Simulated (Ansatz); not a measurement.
Abridged Ansatz (a first-principles code) output:

```
Relaxation: its limit of steps is 50 (relax.max_steps)
Pseudopotential: Pt, paw, valence charge 18
Crystal: 1 atoms, lattice volume = 15.775 Å³
Basis set: ecut = 500 eV, 411 PW (Γ), exchange–correlation on 96×96×96 points (64 copies of the dense FFT grid, shifted against one another)
Bands: 13, of which v1, the nominal top of the filled ones, is band 9 counted from 1 (8 counted from 0)
Symmetry: 48 space group operations
k-points: 680 of 24389
Functional: x = r2scan, c = r2scan; τ floored in thin density (d = 2e-4 eV/Å³)
SCF iter   1: F=—  HF=-12536.800491 eV  |F-HF|=—  |Δ(HF+E_count)|=         —  Δρ=1.37e-2  dr2=2.37e-2  dr2_τ=9.91e-3  ethr=1.77e-3  ⟨swp⟩=5.0  Hψ=48061  notcnv=0
SCF iter   2: F=—  HF=-12536.804087 eV  |F-HF|=—  |Δ(HF+E_count)|=   3.60e-3  Δρ=6.29e-3  dr2=4.03e-3  dr2_τ=6.98e-4  ethr=1.32e-4  ⟨swp⟩=1.9  Hψ=15468  notcnv=0
SCF 1 converged in 7 iterations: F = -12536.804649 eV  dr2 = 7.56e-11
relax step   1: F+E_penalty+E_count = -12536.80464901 eV  Δ(F+E_penalty+E_count) = +0.000e0 eV  max|allowed force component| = 0.000e0 eV/Å  Δτ_max = 0.0000 Å  (7 SCF iters, accepted)
Crystal: 1 atoms, lattice volume = 15.775 Å³
SCF iter   1: F=—  HF=-12536.804649 eV  |F-HF|=—  |Δ(HF+E_count)|=         —  Δρ=1.16e-6  dr2=7.56e-11  dr2_τ=2.33e-11  ethr=1.00e-12  ⟨swp⟩=1.7  Hψ=52603  notcnv=0
SCF iter   2: F=-12536.804649 eV  HF=-12536.804649 eV  |F-HF|=3.82e-11  |Δ(HF+E_count)|=  1.15e-10  Δρ=6.58e-7  dr2=2.36e-11  dr2_τ=3.01e-12  ethr=1.00e-12  ⟨swp⟩=4.0  Hψ=26835  notcnv=0
SCF 2 converged in 2 iterations: F = -12536.804649 eV  dr2 = 2.36e-11
SCF converged after 2 iterations
Free energy (F): -12536.804649 eV
Internal energy: -12536.749366 eV  (E = F + TS)
E sigma→0 (E₀):  -12536.777008 eV
Entropy (-TS):   -0.055283 eV (-55.283 meV/atom)
Fermi energy:    21.770900 eV
--- Forces (eV/Å), atoms counted from 1 ---
  atom   1  Pt     0.00000000     0.00000000    -0.00000000
--- Stress (GPa, compression-positive) ---
       -7.421357       0.000000       0.000000
        0.000000      -7.421357       0.000000
        0.000000      -0.000000      -7.421357
  P = ⅓ Tr σ = -7.4214 GPa (-74.214 kbar)
--- Relaxed structure (1 steps of the walk, 1 accepted, 0 SCFs on fresh bases) ---
  atoms:
    - { symbol: Pt, position: [0.0, 0.0, 0.0] }
```

What was computed, and what are the main results?

Pt, 1 atom in the cell, with Ansatz, r2SCAN, PAW, cutoff 500 eV, no SOC. The last SCF converged to F = -12536.804649 eV, or -12536.8046 eV per atom, at a pressure of -7.42 GPa. The total energy compares only with runs of the same code, potentials and settings.

The cells carry an imposed strain or load. Whether these cells are dynamically stable was not tested. The final runs are not spin-polarised. The cell was made from Pt in the fcc (Cu type) structure (space group Fm-3m, No. 225) by this change: isotropic strain +1.00 %. Pt lies near a magnetic instability that expansion can trigger; it was not tested.

Keys are those of Ansatz 0.2.
